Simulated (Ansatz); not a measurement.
Consider HgSe in the zinc blende structure (space group F-43m, No. 216; a = 6.1328 Å). Axes: x, y, z lie along the cube axes.

The values are results of PBEsol in Ansatz (plane waves to 420 eV, PAW, scalar-relativistic without spin-orbit coupling), not measurements.

Base values:

- Pressure: 0.0 GPa
- Shortest interatomic distance: 2.656 Å

Perturbation: biaxial strain −2.50 %, plane normal [001], relaxed out of plane (Cartesian); in-plane vectors clamped, the third vector and the atoms free.

### Question
Estimate the effect on the energy relative to the base, pressure and shortest interatomic distance.

### Answer
The energy grows by 4.4 meV/atom; the pressure (mean of the normal stresses, compression positive) goes from zero to 0.7 GPa; the shortest interatomic distance falls by 0.0101 Å, from 2.656 Å to 2.645 Å.

A case with no gap was solved on a k-mesh chosen for an insulator, which is coarse for it. Whether these cells are dynamically stable was not tested. The final runs are not spin-polarised.

Ansatz is a first-principles code.
